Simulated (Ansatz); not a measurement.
The reference is ZnSe in the zinc blende structure (space group F-43m, No. 216; a = 5.666 Å). Axes: x, y, z lie along the cube axes.

Level of theory: r2SCAN (Ansatz, an electronic-structure program, PAW, scalar-relativistic without spin-orbit coupling).

Before the change:

| Item | Value |
|---|---|
| Valley order | Γ 1.87 eV; L along ⟨111⟩ 3.05 eV; X along ⟨100⟩ 3.34 eV |
| Valence-band top at Γ | 0.00, 0.00, 0.00 eV |
| Shortest interatomic distance | 2.453 Å |

The change: biaxial strain +2.00 %, plane normal [001], relaxed out of plane (Cartesian); in-plane vectors clamped, the third vector and the atoms free.

Predict the new hole mass.

The hole mass amounts to 0.13 mₑ out of plane, 0.59 mₑ in plane (at Γ).

Predict the new valley order.

The valley order (the lowest conduction-band minima on the path, energy above the VBM, named in the base's zone) goes from Γ 1.87 eV; L along ⟨111⟩ 3.05 eV; X along ⟨100⟩ 3.34 eV to Γ 1.70 eV; L along [1-1-1] 2.90 eV; X along [001] 3.15 eV.

How does this affect the valence-band top at Γ?

The valence-band top at Γ (three highest levels, from the VBM) becomes 0.00, -0.15, -0.15 eV (base: 0.00, 0.00, 0.00 eV).

How does this affect the shortest interatomic distance?

The shortest interatomic distance increases by 0.014 Å to 2.467 Å.

The levels and masses belong to the bands next to the band gap. Effective masses come from finite differences of ±0.01 Å⁻¹. Stability against distortions was not tested.
